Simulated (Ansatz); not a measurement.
Take ScAl3 in the Cu3Au type structure (space group Pm-3m, No. 221; a = 4.0327 Å; relaxed with 0.1 eV smearing) as the base. Axes: x, y, z lie along the cube axes.

The values are results of Ansatz (a quantum-chemistry and plane-wave program) LDA, no spin-orbit coupling, not measurements.

Base values:

The band gap comes out as zero and the pressure is 0.0 GPa.

Perturbation: biaxial strain +0.50 %, plane normal [111], relaxed out of plane (Cartesian); in-plane vectors clamped, the third vector and the atoms free.

**Question.** Predict the new out-of-plane strain, energy relative to the base, band gap and pressure.

**Answer.** The out-of-plane strain is -0.21 %; the energy grows by 0.6 meV/atom; the band gap is still zero; the pressure (mean of the normal stresses, compression positive) goes from zero to -0.7 GPa.

No phonon test of stability was made. The final runs are not spin-polarised.
